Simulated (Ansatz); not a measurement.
CuC₆ (model structure, P6/mmm, No. 191, 7 atoms in the cell) was calculated with LDA (Ansatz, a quantum-chemistry and plane-wave program, plane waves, PAW).

Input:

Ansatz 0.2 input:
```yaml
crystal:
  lattice:
    - [4.334943931, 0.0, 0.0]
    - [-2.1674719655, 3.7541715683, 0.0]
    - [0.0, 0.0, 3.6533491262]
  atoms:
    - { symbol: C, position: [0.3359510212, 0.3359510212, 0.0] }
    - { symbol: C, position: [0.3359510212, 0.0, 0.0] }
    - { symbol: C, position: [0.6640489788, 0.0, 0.0] }
    - { symbol: C, position: [0.6640489788, 0.6640489788, 0.0] }
    - { symbol: C, position: [0.0, 0.6640489788, 0.0] }
    - { symbol: C, position: [0.0, 0.3359510212, 0.0] }
    - { symbol: Cu, position: [0.0, 0.0, 0.5] }
basis:
  ecutwfc: 520
  ecutrho_ratio: 4
  xc_grid: 2
kpoints:
  mp_grid: { grid: [18, 18, 12] }
hamiltonian:
  xc: lda
  dispersion: none
  pseudopotentials: { kind: paw }
scf:
  occupations: { method: fermi_dirac, width: 0.05 }
output:
  forces: true
  stress: true
  eigenvalues: true
relax:
  f_tol: 0.004
  escape_saddle: false
  max_steps: 80
  cell: { stress_tol: 0.02, fix: [volume] }
```

The run printed, among other lines:

```
Relaxation: its limit of steps is 80 (relax.max_steps)
Crystal: 7 atoms, lattice volume = 59.455 Å³
Basis set: ecut = 520 eV, 1609 PW (Γ), exchange–correlation on 72×72×60 points (8 copies of the dense FFT grid, shifted against one another)
Bands: 29, of which v1, the nominal top of the filled ones, is band 22 counted from 1 (21 counted from 0)
Symmetry: 24 space group operations
Space group: P6/mmm (ITA 191), of the structure as read, at distance tolerance 3.9e-5 Å
k-points: 259 of 3888
Functional: x = slater, c = lda
SCF iter   1: F=—  HF=-8010.656172 eV  |F-HF|=—  |Δ(HF+E_count)|=         —  Δρ=2.11e-2  dr2=1.44e-1
SCF iter   2: F=—  HF=-8010.682745 eV  |F-HF|=—  |Δ(HF+E_count)|=   2.66e-2  Δρ=2.41e-2  dr2=1.71e-1
  ...
SCF 1 converged in 8 iterations: F = -8010.626923 eV  dr2 = 2.67e-9
Crystal: 7 atoms, lattice volume = 59.455 Å³
Initial density: handed on by an earlier stage of this run
SCF 2 converged in 6 iterations: F = -8010.636883 eV  dr2 = 1.81e-8
  ...
Basis set: ecut = 520 eV, 1585 PW (Γ), exchange–correlation on 72×72×60 points (8 copies of the dense FFT grid, shifted against one another)
SCF 3 converged in 6 iterations: F = -8010.642341 eV  dr2 = 6.30e-8
Crystal: 7 atoms, lattice volume = 59.455 Å³
SCF 4 converged in 5 iterations: F = -8010.642374 eV  dr2 = 2.21e-8
Crystal: 7 atoms, lattice volume = 59.455 Å³
SCF 5 converged in 4 iterations: F = -8010.642426 eV  dr2 = 1.66e-8
Crystal: 7 atoms, lattice volume = 59.455 Å³
SCF iter   5: F=—  HF=-8010.642415 eV  |F-HF|=—  |Δ(HF+E_count)|=  2.56e-10  Δρ=4.75e-7  dr2=8.87e-11
SCF iter   6: F=-8010.642415 eV  HF=-8010.642415 eV  |F-HF|=1.82e-12  |Δ(HF+E_count)|=  2.18e-11  Δρ=5.28e-8  dr2=1.99e-12
SCF 6 converged in 6 iterations: F = -8010.642415 eV  dr2 = 1.99e-12
SCF converged after 6 iterations
Free energy (F): -8010.642415 eV
Internal energy: -8010.627460 eV  (E = F + TS)
E sigma→0 (E₀):  -8010.634938 eV
Fermi energy:    11.102179 eV
--- Forces (eV/Å), atoms counted from 1 ---
  atom   1  C      0.00003171     0.00005493    -0.00000000
  atom   2  C      0.00006342    -0.00000000    -0.00000000
  atom   3  C     -0.00006342     0.00000000     0.00000000
  atom   4  C     -0.00003171    -0.00005493     0.00000000
  atom   5  C      0.00003171    -0.00005493     0.00000000
  atom   6  C     -0.00003171     0.00005493    -0.00000000
  atom   7  Cu     0.00000000    -0.00000000    -0.00000000
--- Stress (GPa, compression-positive) ---
       -1.206522      -0.000000      -0.000000
       -0.000000      -1.206522      -0.000000
       -0.000000      -0.000000      -1.200760
  P = ⅓ Tr σ = -1.2046 GPa (-12.046 kbar)
```

The cell is one volume of an energy–volume scan, off the minimum.

The PAW data were made under PBE.

Note: the run has no spin polarisation, so it can have missed a magnetic state. Note: the relaxation could raise the start's symmetry but not lower it, so the cell can be a saddle point.

Cost on a shared machine: very roughly 4 core-minutes.

A model structure was made by putting elements into a prototype or built by hand; it is no filed structure, need not be a known phase, and can be a saddle point held by its symmetry.
